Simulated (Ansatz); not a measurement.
As under a change: pressure 7 GPa

The parent structure is As in the A7 type structure (space group R-3m, No. 166; a = 3.7611 Å, c = 10.7335 Å (hexagonal axes); layered).

One thing is altered: a hydrostatic pressure of 7 GPa.

Method: plane-wave PAW DFT at the r2SCAN+rVV10 level (Ansatz, a first-principles code, 500 eV), spin-orbit coupling left out. k-mesh 15×15×15 (Γ-centred); smearing 0.05 eV (Fermi–Dirac).

| quantity | base | changed | shift |
|---|---|---|---|
| density | 5.68 g/cm³ | 6.46 g/cm³ | +0.78 g/cm³ |
| lattice parameter a | 3.761 Å | 3.710 Å | -0.051 Å |
| c/a ratio | 2.854 | 2.615 | -0.239 |
| shortest interatomic distance | 2.517 Å | 2.492 Å | -0.0257 Å |
| enthalpy H = E + PV relative to the base's energy | – | +0.89 eV/atom | – |
| band gap | zero | zero | – |

Final structure:

```xyz
2
Lattice="1.8549 1.0709 3.2338 -1.8549 1.0709 3.2338 0.0000 -2.1419 3.2338" Properties=species:S:1:pos:R:3 pbc="T T T"
As     0.0000     0.0000     2.2535
As     0.0000     0.0000     7.4479
```

Cost of the whole job for the changed cell (relaxation, final SCF and bands): roughly 2.7 core-minutes.

Load acts through the strain it causes; cell and atoms are relaxed under it. No phonon test of stability was made. No other phases were tried under pressure.
